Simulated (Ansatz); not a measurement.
## YN under a change: holes 1.5×10^21 cm⁻³

The parent structure is YN in the rock salt structure (space group Fm-3m, No. 225; a = 4.906 Å).

Perturbation: 0.0443 holes added to each cell, a density of 1.5×10^21 cm⁻³, with a uniform compensating background at fixed cell and a 300 K Fermi–Dirac width.

Method: PBE (Ansatz, a program for electronic structure; PAW; 420 eV plane waves; spin-orbit coupling left out). k-mesh 27×27×27 (Γ-centred); smearing 0.0259 eV (Fermi–Dirac).

```json
[
 {"quantity": "gap between the host's bands", "base": "0.21 eV", "changed": "0.27 eV", "shift": "+0.06 eV"},
 {"quantity": "gap character", "base": "indirect, Γ → X", "changed": "indirect, Γ → X", "shift": "–"},
 {"quantity": "Fermi level relative to the doped band's edge (positive inside the band; to 0.05 eV)", "base": "–", "changed": "+0.30 eV", "shift": "–"}
]
```

Final structure:

```xyz
2
Lattice="0.0000 2.4529 2.4529 2.4529 0.0000 2.4529 2.4529 2.4529 0.0000" Properties=species:S:1:pos:R:3 pbc="T T T"
Y      2.4529     2.4529     2.4529
N      0.0000     0.0000     0.0000
```
Cell charge +0.044276.

Carriers are added with a uniform compensating background; total energy and stress of such cells depend on the potential's zero and are not compared; many-body gap narrowing is missing at this level. No phonon test of stability was made. The base started in Pnma and relaxed to Fm-3m at this level. A zero or small gap of YN can be the functional's error rather than a property of the material.
